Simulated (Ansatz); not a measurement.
Here is the system:

```xyz
2
Lattice="2.8838 0.0000 0.0000 0.0000 2.8838 0.0000 1.4419 -1.4419 2.1440" Properties=species:S:1:pos:R:3 pbc="T T T"
Mg     0.0000     0.0000     0.0000
O      1.4419     1.4419     0.0000
```

No spin polarisation.

Method: r2SCAN in Ansatz (plane waves to 500 eV, PAW, without spin-orbit coupling). Γ-centred 13×13×13 mesh, Fermi–Dirac width 0.05 eV.

Question: What is the computed gap character?

Answer: Direct at Γ.

Question: Estimate the space group.

Answer: I4/mmm (No. 139).

Question: What is the computed hole mass?

Answer: 0.39 mₑ out of plane, 2.2 mₑ in plane (at Γ).

Question: What is the computed valence-band top at Γ (three highest levels, from the VBM)?

Answer: 0.00, -0.09, -0.09 eV.

The cells carry an imposed strain or load. Masses are band curvatures over ±0.01 Å⁻¹ around the edge. Stability against distortions was not tested. The cell was made from MgO in the rock salt structure (space group Fm-3m, No. 225) by this change: biaxial strain −3.00 %, plane normal [001], relaxed out of plane.

Ansatz is a quantum-chemistry and plane-wave program.
